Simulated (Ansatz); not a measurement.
A computed series for BaTiO3: response to strain

Base system: BaTiO3 in the cubic perovskite structure (space group Pm-3m, No. 221; a = 3.935 Å).

Strains are applied to the cell and any free atomic positions relax.

Computed with plane-wave PAW DFT at the LDA level (Ansatz, an electronic-structure program, 420 eV), no SOC.

Notes on the quantities. energy relative to the base: free energy F.

```
case                      energy relative to the base  volume per atom    gap character   pressure
------------------------  ---------------------------  ---------------  ---------------  ---------
base                                       0 meV/atom         12.18 Å³  indirect, R → Γ  -0.01 GPa
isotropic strain −3.00 %                          [?]         11.12 Å³      direct at Γ  21.89 GPa
isotropic strain −2.40 %                          [?]         11.33 Å³      direct at Γ        [?]
isotropic strain −1.80 %                 +23 meV/atom         11.54 Å³      direct at Γ  12.03 GPa
isotropic strain −1.20 %                 +10 meV/atom         11.75 Å³      direct at Γ   7.67 GPa
isotropic strain −0.60 %                +2.5 meV/atom         11.96 Å³  indirect, R → Γ   3.67 GPa
```

What belongs in the blanks?


- isotropic strain −3.00 %, energy relative to the base: +67 meV/atom
- isotropic strain −2.40 %, energy relative to the base: +42 meV/atom
- isotropic strain −2.40 %, pressure: 16.76 GPa

Whether these cells are dynamically stable was not tested. All final runs are without spin polarisation. Many cubic perovskites are stable only at high temperature; tilts and polar distortions were not tested. This is not the structure that BaTiO3 has at room temperature and ambient pressure.
